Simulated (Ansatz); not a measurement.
Take Mg2Sn (space group Fm-3m, No. 225; relaxed with 0.1 eV smearing) as the base.

```
CELL_PARAMETERS angstrom
      0.00000     3.37356     3.37356
      3.37356     0.00000     3.37356
      3.37356     3.37356     0.00000
ATOMIC_POSITIONS crystal
  Mg 0.25000 0.25000 0.25000
  Mg 0.75000 0.75000 0.75000
  Sn 0.00000 0.00000 0.00000
```

Cartesian axes are those of the cell as printed.

Calculations: Ansatz (an electronic-structure program), PBEsol, PAW, cutoff 420 eV, no spin-orbit coupling.

Base values:

| Property | Result |
|---|---|
| Shortest interatomic distance | 2.922 Å |
| Band gap | zero |

One thing is altered: a pure shear with ε_xy = ε_yx = 0.0029, atoms relaxed at fixed cell.

Task: Estimate the effect on the stress.

Result: The stress (xx, yy, zz, yz, xz, xy; compression positive) comes out as (0.0, 0.0, 0.0, 0.0, 0.0, -0.2) GPa.

Task: What does the calculation give for the energy relative to the base after the change?

Result: The energy stays essentially unchanged.

Task: What happens to the shortest interatomic distance?

Result: The shortest interatomic distance drops by 0.0035 Å, from 2.922 Å to 2.918 Å.

Task: What does the calculation give for the band gap after the change?

Result: The band gap is still zero.

The cells carry an imposed strain or load. No phonon test of stability was made.
